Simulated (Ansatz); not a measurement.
Input:

```yaml
crystal:
  lattice:
    - [4.67385, 0.00000, 0.00000]
    - [0.00000, 4.67385, 0.00000]
    - [0.00000, 0.00000, 2.99195]
  atoms:
    - { symbol: Ti, position: [0.00000, 0.00000, 0.00000] }
    - { symbol: Ti, position: [0.50000, 0.50000, 0.50000] }
    - { symbol: O, position: [0.30678, 0.30678, 0.00000] }
    - { symbol: O, position: [0.80678, 0.19322, 0.50000] }
    - { symbol: O, position: [0.19322, 0.80678, 0.50000] }
    - { symbol: O, position: [0.69322, 0.69322, 0.00000] }
```

No spin polarisation.

Method: DFT with PBEsol, PAW potentials and a 420 eV plane-wave cutoff in Ansatz (an electronic-structure program), scalar-relativistic without spin-orbit coupling. Γ-centred 7×7×11 mesh, Fermi–Dirac width 0.05 eV.

Question: Predict the space group and valence-band top at Γ.

Answer: Space group: P4_2/mnm (No. 136)
Valence-band top at Γ (three highest levels, from the VBM): 0.00, -0.39, -0.39 eV

The levels and masses belong to the bands next to the band gap. The cells carry an imposed strain or load. No phonon test of stability was made. The final runs are not spin-polarised. The cell was made from TiO2 in the rutile structure (space group P4_2/mnm, No. 136) by this change: isotropic strain +1.80 %.
